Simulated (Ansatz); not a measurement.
Functionals compared on a constructed model of the (000-1) surface of 4H silicon carbide, C-terminated, (√3x√3)R30° Ga adatom at T4 (bottom of the slab: 3 H on 3 bottom sites), in Ansatz (plane waves, PAW). The structure was relaxed with PBE; the other rows are single points on it. Cutoff 420 eV (500 eV for r2SCAN). HSE06 used the coarser mesh 4x4x1.

Model: 28-atom slab, 11.5 Å thick at the start with caps and adatoms (thin: gaps and levels are the slab's own), 6x6x1 mesh, Fermi-Dirac 0.025 eV, dipole correction, 6 atoms held, the rest relaxed; start symmetry kept, larger cells not searched; no spin, no spin-orbit, no U. In PBE it lies 0.17 eV a 1x1 cell over the lowest computed structure of the same composition ((√3x√3)R30° Ga adatom at H3). These notes are the PBE run's.

```
functional  gap of the slab on its k-mesh (eV)  highest filled level below the top vacuum level (eV)  rough cost of the single point
----------  ----------------------------------  ----------------------------------------------------  ------------------------------
PBE                                       0.73                                                  4.36                               –
r2SCAN                                    0.86                                                  4.55  around 90 core-seconds (rough)
```

Ansatz is a program for electronic structure.
